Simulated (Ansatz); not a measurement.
```
CELL_PARAMETERS angstrom
      2.45545     0.00000     0.00000
     -1.22773     2.12649     0.00000
      0.00000     0.00000     6.29628
ATOMIC_POSITIONS crystal
  B  0.66667 0.33333 0.25000
  B  0.33333 0.66667 0.75000
  N  0.33333 0.66667 0.25000
  N  0.66667 0.33333 0.75000
```

No spin polarisation.

Level of theory: PBEsol-D3(BJ)/PAW in Ansatz (a quantum-chemistry and plane-wave program), scalar-relativistic without spin-orbit coupling. Settings: 15×15×5 k-points, 0.05 eV Fermi–Dirac smearing.

### Question
Predict the space group, band gap and smallest direct gap.

### Answer
```json
{
  "space_group": "P6_3/mmc (No. 194)",
  "band_gap": "4.13 eV",
  "smallest_direct_gap": "4.56 eV"
}
```

The cells carry an imposed strain or load. Stability against distortions was not tested. The cell was made from BN (space group P6_3/mmc, No. 194; layered, stacked along the Cartesian z axis) by this change: isotropic strain −1.80 %.
